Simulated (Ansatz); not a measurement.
The parent structure is a 16-atom supercell of TiC in the rock salt structure (space group Fm-3m, No. 225) at its relaxed geometry.

```
TiC
1.0
    0.00000     4.32781     4.32781
    4.32781     0.00000     4.32781
    4.32781     4.32781     0.00000
C Ti
8 8
Cartesian
  0.00000   0.00000   0.00000
  2.16390   2.16390   0.00000
  2.16390   0.00000   2.16390
  4.32781   2.16390   2.16390
  0.00000   2.16390   2.16390
  2.16390   4.32781   2.16390
  2.16390   2.16390   4.32781
  4.32781   4.32781   4.32781
  2.16390   2.16390   2.16390
  4.32781   4.32781   2.16390
  4.32781   2.16390   4.32781
  6.49171   4.32781   4.32781
  2.16390   4.32781   4.32781
  4.32781   6.49171   4.32781
  4.32781   4.32781   6.49171
  6.49171   6.49171   6.49171
```

The values are results of r2SCAN/PAW in Ansatz (a quantum-chemistry and plane-wave program), no spin-orbit coupling, not measurements.

For the base:

The pressure comes out as 0.0 GPa.

The change: one H atom is added in an open site, starting 1.69 Å from the nearest host atom, atoms relaxed at fixed cell, starting from a slightly rattled geometry.

What does the calculation give for the final site of the added atom after the change?

The final site of the added atom comes out as 1 C at 1.14 Å and 3 Ti at 1.84 Å.

What happens to the largest displacement of a host atom from its site in the perfect cell?

The largest displacement of a host atom from its site in the perfect cell amounts to 0.07 Å.

What happens to the pressure?

The pressure goes from zero to 4.2 GPa.

In so small a cell the defect repeats every few ångströms: this is an ordered compound, not a dilute defect. All final runs are without spin polarisation. The defect cell is not spin-polarised.
